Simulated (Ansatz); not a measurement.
## GaAs under a change: isotropic strain +1.50 %

Start from GaAs in the zinc blende structure (space group F-43m, No. 216; a = 5.746 Å).

Now apply this change: every lattice vector is stretched by 1.50 %; the atoms relax in the strained cell.

The values are results of Ansatz (a first-principles code) PBE, scalar-relativistic without spin-orbit coupling, not measurements. Γ-centred 10×10×10 mesh, Fermi–Dirac width 0.05 eV.

```json
[
 {"quantity": "volume per atom", "base": "23.71 Å³", "changed": "24.79 Å³", "shift": "+1.08 Å³"},
 {"quantity": "space group", "base": "F-43m (No. 216)", "changed": "F-43m (No. 216)", "shift": "–"},
 {"quantity": "shortest interatomic distance", "base": "248.8 pm", "changed": "252.5 pm", "shift": "+3.7 pm"},
 {"quantity": "energy relative to the base (free energy F)", "base": "0 meV/atom", "changed": "+8.5 meV/atom", "shift": "+8.5 meV/atom"},
 {"quantity": "pressure", "base": "0.0 GPa", "changed": "-2.4 GPa", "shift": "-2.4 GPa"},
 {"quantity": "band gap", "base": "0.16 eV", "changed": "zero", "shift": "–"}
]
```

Final structure:

```
CELL_PARAMETERS angstrom
      0.00000     2.91588     2.91588
      2.91588     0.00000     2.91588
      2.91588     2.91588     0.00000
ATOMIC_POSITIONS crystal
  Ga 0.00000 0.00000 0.00000
  As 0.25000 0.25000 0.25000
```

A case with no gap was solved on a k-mesh chosen for an insulator, which is coarse for it. No phonon test of stability was made. The final runs are not spin-polarised. The zero or small gap of GaAs can change with the level of theory.
